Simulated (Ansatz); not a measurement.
Worked example: self-consistent single point of InSe (P3m1, 8 atoms in the cell) in Ansatz (a quantum-chemistry and plane-wave program).

Level of theory: LDA (PW92), default PAW files made with PBE (plane waves; Ansatz).

```yaml
crystal:
  lattice:
    - [4.06757, 0.00000, 0.00000]
    - [-2.03378, 3.52262, 0.00000]
    - [0.00000, 0.00000, 18.14232]
  atoms:
    - { symbol: In, position: [0.00000, 0.00000, 0.58015] }
    - { symbol: In, position: [0.00000, 0.00000, 0.42261] }
    - { symbol: In, position: [0.33333, 0.66667, 0.92261] }
    - { symbol: In, position: [0.33333, 0.66667, 0.07739] }
    - { symbol: Se, position: [0.66667, 0.33333, 0.85300] }
    - { symbol: Se, position: [0.66667, 0.33333, 0.14700] }
    - { symbol: Se, position: [0.33333, 0.66667, 0.64702] }
    - { symbol: Se, position: [0.33333, 0.66667, 0.35298] }
```

Reference input (self-consistent single point, DFT, LDA (PW92), plane waves, default PAW files made with PBE): basis.ecutwfc = 420 eV; kpoints.mp_grid.grid = 4 4 1; hamiltonian.xc = lda; hamiltonian.pseudopotentials = {kind: paw} (the program's default PAW files); scf.occupations.method = fixed. This run's input differs from it in these lines:

Ansatz 0.2 input:
```diff
@@ -15,3 +15,3 @@
 basis:
-  ecutwfc: 420.0
+  ecutwfc: 230.0
 kpoints:
```

Output, abridged:

```
SCF iter   1: F=—  HF=-43353.235294 eV  |F-HF|=—  |Δ(HF+E_count)|=         —  Δρ=2.94e-2  dr2=9.90e-1  ethr=1.77e-3  ⟨swp⟩=4.2  Hψ=813  notcnv=0  defer=33
all-band conjugate gradients solve this SCF's bands
preconditioner: auto → Resta (q_TF=auto, 2.385 Å⁻¹)
SCF iter   2: F=—  HF=-43352.133005 eV  |F-HF|=—  |Δ(HF+E_count)|=    1.10e0  Δρ=1.06e-2  dr2=1.13e-1  ethr=8.53e-4  ⟨swp⟩=2.0  Hψ=568  notcnv=0  defer=36
   [... lines left out ...]
SCF iter   6: F=—  HF=-43352.031100 eV  |F-HF|=—  |Δ(HF+E_count)|=   3.75e-4  Δρ=1.27e-4  dr2=6.90e-5  ethr=3.29e-6  ⟨swp⟩=2.0  Hψ=277  notcnv=0  defer=40
SCF iter   7: F=—  HF=-43352.031082 eV  |F-HF|=—  |Δ(HF+E_count)|=   1.81e-5  Δρ=1.83e-5  dr2=1.84e-6  ethr=5.95e-8  ⟨swp⟩=1.2  Hψ=287  notcnv=0  defer=30
SCF iter   8: F=—  HF=-43352.031082 eV  |F-HF|=—  |Δ(HF+E_count)|=   4.67e-8  Δρ=6.10e-6  dr2=2.20e-7  ethr=1.59e-9  ⟨swp⟩=2.8  Hψ=462  notcnv=0  defer=30
SCF iter   9: F=-43352.031082 eV  HF=-43352.031082 eV  |F-HF|=4.39e-8  |Δ(HF+E_count)|=   4.83e-8  Δρ=2.71e-6  dr2=6.84e-8  ethr=8.62e-11  ⟨swp⟩=10.2  Hψ=1188  notcnv=0
SCF 1 converged in 9 iterations: F = -43352.031082 eV  dr2 = 6.84e-8
Free energy (F): -43352.031082 eV
Internal energy: -43352.031082 eV  (E = F + TS)
E sigma→0 (E₀):  -43352.031082 eV
Fermi energy:    5.462241 eV
--- Forces (eV/Å), atoms counted from 1 ---
  atom   1  In     0.00000000     0.00000000    -0.32397362
  atom   2  In     0.00000000     0.00000000     0.00753398
  atom   3  In    -0.00000000     0.00000000    -0.08451451
  atom   4  In    -0.00000000     0.00000000     0.09366566
  atom   5  Se     0.00000000     0.00000000     0.29955065
  atom   6  Se     0.00000000    -0.00000000    -0.30734302
  atom   7  Se     0.00000000     0.00000000    -0.01018742
  atom   8  Se    -0.00000000     0.00000000     0.32504769
--- Stress (GPa, compression-positive) ---
       -2.415798       0.000000       0.000000
        0.000000      -2.415798      -0.000000
        0.000000      -0.000000      -2.688359
  P = ⅓ Tr σ = -2.5067 GPa (-25.067 kbar)
  The stress holds the Pulay correction. Without it, at fixed plane waves, as pw.x and ABINIT print it: P = -55.0950 GPa
```

The run converged in 9 iterations. Against the reference run the free energy rises by 1.63 eV/atom, the pressure moves little (-2.53 to -2.51 GPa), the largest force goes from 0.452 to 0.325 eV/Å and the gap on the mesh goes from 0.416 to 0.383 eV.

The starting cell comes from a database of computed structures (which also holds hypothetical and non-ambient phases and stackings), without a prior relaxation at this level. Its lattice was rescaled by up to half a per cent. One atom was moved a little off its site on purpose. Ansatz's pressure includes its estimate of the finite-basis (Pulay) stress. Without the estimate this run gives -55.09 GPa. The cutoff lies below the one recommended for these files.
